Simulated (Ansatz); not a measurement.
**CsCl-type ScCu**

Method: r²SCAN+rVV10 (Ansatz, a program for electronic structure, PAW).

Run with plane-wave cutoff 500 eV, 18×18×18 k mesh, Fermi–Dirac smearing 0.1 eV, no spin polarisation, scalar-relativistic PAW data made under PBE.

Cell: relaxed at this level.

- equilibrium volume per atom = 16.78 Å³/atom
- equilibrium lattice constant a = 3.225 Å
- band gap = none

Static lattice: no zero-point or thermal effects.
